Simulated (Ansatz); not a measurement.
The structure below was relaxed with plane-wave PAW DFT at the PBE level (Ansatz, a quantum-chemistry and plane-wave program, 420 eV), scalar-relativistic without spin-orbit coupling, earlier PAW set.

```
CELL_PARAMETERS angstrom
      4.29739     0.00000     0.00000
      0.00000     4.29739     0.00000
      0.00000     0.00000     4.29739
ATOMIC_POSITIONS crystal
  Nb 0.00000 0.00000 0.00000
  K  0.50000 0.50000 0.50000
  C  0.00000 0.00000 0.50000
  C  0.00000 0.50000 0.00000
  C  0.50000 0.00000 0.00000
```

Question: Find the space group and the Wyckoff positions.

Answer: Space group Pm-3m (No. 221); a = 4.297 Å, b = 4.297 Å, c = 4.297 Å, α = 90.00°, β = 90.00°, γ = 90.00°

| atom | site | symmetry | x | y | z |
|---|---|---|---|---|---|
| Nb | 1a | m-3m | 0.0000 | 0.0000 | 0.0000 |
| K | 1b | m-3m | 0.5000 | 0.5000 | 0.5000 |
| C | 3d | 4/mm.m | 0.0000 | 0.0000 | 0.5000 |

Question: Describe the coordination.

Answer: The crystal has 5 atoms in its conventional cell. Cell: a = 4.297 Å, b = 4.297 Å, c = 4.297 Å, α = 90.00°, β = 90.00°, γ = 90.00°. Nb sees 6 C at 2.149 Å (octahedral). K sees 12 C at 3.039 Å (cuboctahedral). C is coordinated by 2 Nb at 2.149 Å and 4 K at 3.039 Å (octahedral). (Neighbours: up to the widest gap in distance over summed covalent radii, below 1.35, at either atom; cation-cation and far metal-metal contacts left out.)

Whether these cells are dynamically stable was not tested. All final runs are without spin polarisation. The cell was made from KNbO3 by this change: O → C; the result is a hypothetical phase, not in the database extracts checked. KNbC3 has a high density of states at the Fermi level and may be magnetic at this level.
